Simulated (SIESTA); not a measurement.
Worked example: self-consistent single point of Sn2Pt (Fm-3m, 3 atoms in the cell) in SIESTA.

Computed with SIESTA 5.4.2 with LDA PW92, numerical atomic orbitals TZP, PseudoDojo LDA standard norm-conserving potentials (rewritten from UPF to PSML).

The change in words: lattice scaled by 0.98. Reference geometry:
```
Sn2Pt
1.0
    0.00000     3.24309     3.24309
    3.24309     0.00000     3.24309
    3.24309     3.24309     0.00000
Sn Pt
2 1
Direct
  0.75000   0.75000   0.75000
  0.25000   0.25000   0.25000
  0.00000   0.00000   0.00000
```

Reference input (self-consistent single point, DFT, LDA PW92, numerical atomic orbitals TZP, PseudoDojo LDA standard norm-conserving potentials (rewritten from UPF to PSML)): XC.functional = LDA; XC.authors = PW92; potentials = PseudoDojo LDA standard; PAO.BasisSize = TZP; PAO.EnergyShift = 0.01 Ry; MeshCutoff = 300 Ry; kgrid.MonkhorstPack = 12 12 12; OccupationFunction = MP; OccupationMPOrder = 0; ElectronicTemperature = 3156.43 K; MaxSCFIterations = 150; SCF.Mixer.Method = Broyden. This run's input differs from it in these lines:

```diff
@@ -10,7 +10,7 @@
 %endblock ChemicalSpeciesLabel
-LatticeConstant              4.586429 Ang
+LatticeConstant              4.494700 Ang
 %block LatticeVectors
-     0.000000000    0.707106771    0.707106771
-     0.707106771    0.000000000    0.707106771
-     0.707106771    0.707106771    0.000000000
+     0.000000000    0.707106815    0.707106815
+     0.707106815    0.000000000    0.707106815
+     0.707106815    0.707106815    0.000000000
 %endblock LatticeVectors
@@ -18,4 +18,4 @@
 %block AtomicCoordinatesAndAtomicSpecies
-     9.192842019    9.192842019    9.192842019  1
-     3.064280673    3.064280673    3.064280673  1
+     9.008984895    9.008984895    9.008984895  1
+     3.002994965    3.002994965    3.002994965  1
      0.000000000    0.000000000    0.000000000  2
```

Output, abridged:

```
        iscf     Eharris(eV)        E_KS(eV)     FreeEng(eV)     dDmax    Ef(eV) dHmax(eV)
   scf:    1    -7778.499179    -7816.579047    -7816.621138  1.346378 -1.962494 23.486928
   scf:    2    -7835.039790    -7831.061352    -7831.099349  0.313847 -2.743239  2.465453
   scf:    3    -7831.359344    -7831.219842    -7831.258400  0.042873 -2.832874  1.788688
   scf:    4    -7831.437030    -7831.348403    -7831.388462  0.084086 -2.977144  0.197955
   scf:    5    -7831.349987    -7831.349568    -7831.389770  0.002361 -2.971045  0.025528
   [... 5 lines left out ...]
   scf:   11    -7831.349555    -7831.349555    -7831.389844  0.000016 -2.967974  0.000470
   scf:   12    -7831.349555    -7831.349555    -7831.389844  0.000012 -2.967994  0.000367
   scf:   13    -7831.349554    -7831.349555    -7831.389844  0.000010 -2.968009  0.000281
   scf:   14    -7831.349554    -7831.349554    -7831.389844  0.000008 -2.968021  0.000214
SCF Convergence by DM+H criterion
max |DM_out - DM_in|         :     0.0000083063
max |H_out - H_in|      (eV) :     0.0002144690
SCF cycle converged after 14 iterations

Using DM_out to compute the final energy and forces

siesta: E_KS(eV) =            -7831.3496

siesta: E_KS - E_eggbox =     -7831.3496

siesta: Atomic forces (eV/Ang):
     1   -0.000001   -0.000001   -0.000001
     2   -0.000000   -0.000000   -0.000000
     3   -0.000000   -0.000000   -0.000000
   Tot   -0.000001   -0.000001   -0.000001
   Max    0.000001
   Res    0.000000    sqrt( Sum f_i^2 / 3N )
   Max    0.000001    constrained

Stress tensor Voigt[x,y,z,yz,xz,xy] (kbar):      -35.68      -35.68      -35.68       -0.00       -0.00       -0.00
(Free)E + p*V (eV/cell)    -7829.9600
Target enthalpy (eV/cell)    -7831.3898

   [... lines left out ...]
siesta: FreeEng =     -7831.389844
siesta: Cell volume =         64.207712 Ang**3
siesta:          35.67793371         35.67797954  kBar
   [... lines left out ...]
              0.346   0.346   1.481   1.481   1.683   1.481   1.683  -0.059

             -0.059  -0.019  -0.059  -0.019   0.229   0.229   0.141   0.229

              0.141

mulliken: Qtot =       46.000

Mulliken Atomic Populations:
Atom #   charge [q] valence [e]  Species
     1    -0.098335   14.098335  Sn
     2    -0.098335   14.098335  Sn
     3     0.196670   17.803330  Pt
 Total     0.000000
```

The run converged in 14 iterations. Against the reference run the free energy drops by 2.1 meV/atom and the pressure goes from -3.70 to 3.57 GPa.

The starting cell comes from a database of computed structures (which also holds hypothetical and non-ambient phases and stackings), without a prior relaxation at this level. For this run, on top of that: lattice scaled by 0.98. Spin polarisation is off. Values carry the incompleteness of an atom-centred basis. With a pressure of about 4 GPa the cell is away from its equilibrium volume at this level.

Cost on one core of a shared machine: roughly 3 min.
